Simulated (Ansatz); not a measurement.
**Cu: response to strain**

Consider Cu in the fcc (Cu type) structure (space group Fm-3m, No. 225; a = 3.5634 Å; relaxed with 0.1 eV smearing). Axes: x, y, z lie along the cube axes.

Strains are applied to the cell and any free atomic positions relax; under biaxial strain the out-of-plane vector relaxes too; under stress the whole cell relaxes.

Method: plane-wave PAW DFT at the PBEsol level (Ansatz, a program for electronic structure, 420 eV), spin-orbit coupling left out, earlier PAW set.

Notes on the quantities. energy relative to the base: free energy F; pressure: mean of the normal stresses, compression positive.

| case | energy relative to the base | volume per atom | pressure | space group |
|---|---|---|---|---|
| base | 0 meV/atom | 11.31 Å³ | 0.0 GPa | Fm-3m (No. 225) |
| biaxial strain +1.47 %, plane normal [001], relaxed out of plane | +2.1 meV/atom | 11.40 Å³ | -1.2 GPa | I4/mmm (No. 139) |
| biaxial strain +0.81 %, plane normal [111], relaxed out of plane | +1.5 meV/atom | 11.43 Å³ | -1.7 GPa | R-3m (No. 166) |
| isotropic strain +1.32 % | +8.8 meV/atom | 11.77 Å³ | -6.0 GPa | Fm-3m (No. 225) |
| uniaxial stress, 0.5 GPa tension along x | +0.1 meV/atom | 11.32 Å³ | – | I4/mmm (No. 139) |
| tensor shear ε_xz = −2.47 % | … | 11.30 Å³ | … | Immm (No. 71) |

Question: Complete the table.

Answer: 
- tensor shear ε_xz = −2.47 %, energy relative to the base: +8.2 meV/atom
- tensor shear ε_xz = −2.47 %, pressure: 0.4 GPa

Stability under load was not tested beyond the relaxation. All final runs are without spin polarisation.
